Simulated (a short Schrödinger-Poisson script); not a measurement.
Stack: gated In0.52Al0.48As/In0.53Ga0.47As δ-doped gas in a quantum well, at 77 K.

```
layer        material  thickness (nm)  Na (cm⁻³)
-----  --------------  --------------  ---------
1      In0.52Al0.48As              30          -
2      In0.52Al0.48As               2          -
3      In0.53Ga0.47As               6          -
4      In0.52Al0.48As            4000       6e14
```

The device is made up for the run: typed textbook-type constants, with dimensions and the other settings drawn at random. In0.52Al0.48As: permittivity 12.5, conduction-band edge (eV) 0.52, gap (eV) 1.45, electron mass (mₑ) 0.075, Nv at 300 K (cm⁻³) 1.1e19. In0.53Ga0.47As: permittivity 13.9, conduction-band edge (eV) 0, gap (eV) 0.74, Nv at 300 K (cm⁻³) 7.7e18.

Channel valleys (confinement mass, in-plane density-of-states mass, number): Γ 0.041, 0.041, 1. At the gate the conduction-band edge of layer 1 lies 0.65 eV − eVg above the Fermi level of the channel; the field vanishes at the back. Sheet of ionised δ-doping: +1.9e12 e/cm² at 30 nm from the gate. The barrier under the gate holds no holes. Gaps are held at their typed values at every temperature. Mesh 0.08 nm at interfaces.

From a short Schrödinger-Poisson script (our own, NumPy): 1D Poisson equation in equilibrium, electrons quantum, Hartree (BenDaniel-Duke, 40 states a valley, the channel's in-plane mass for all, wave functions free to enter the barrier), parabolic valleys, classical holes, full ionisation, no traps, pinning or gate leakage.

The same stack at other levels of the model or other numerical settings:

```csv
run,sheet density of all electrons at Vg = 0.4 V (cm⁻²),capacitance at Vg = 0.4 V (μF/cm²),centroid of the channel electrons at Vg = 0.4 V (nm),rough cost against the base
base,1.74e12,0.295,2.82,about 1
"electrons treated as classical, Boltzmann",2.17e12,0.341,0.95,0.03
"electrons treated as classical, Fermi-Dirac",1.77e12,0.288,2.73,0.1
"electrons treated as quantum, Hartree plus LDA exchange-correlation",1.77e12,0.297,2.81,about 1
mesh six times as coarse,1.74e12,0.295,2.82,0.3
one subband a valley,1.74e12,0.295,2.82,0.3
```

The classical rows ignore confinement, and Boltzmann statistics overrate the density once the band edge passes the Fermi level.
